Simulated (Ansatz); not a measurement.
## How the lattice parameter c of AlP (model structure, started from the h-BN type, P6₃/mmc, No. 194, 4 atoms in the cell) moves with the method

No measured value is used here.

```tsv
level (code)	value (Å)
PBE (Ansatz)	5.516
PBEsol (Ansatz)	5.433
PBE-D3(BJ) (Ansatz)	?
```

Task: Fill in the missing entries.

Result: 
- PBE-D3(BJ) (Ansatz, an electronic-structure program), value (Å): 5.420

Ansatz's density-functional and Hartree–Fock values are scalar-relativistic unless marked +SOC, with PAW data made under PBE.

A model structure was made by putting elements into a prototype or built by hand; it is no filed structure, need not be a known phase, and can be a saddle point held by its symmetry.
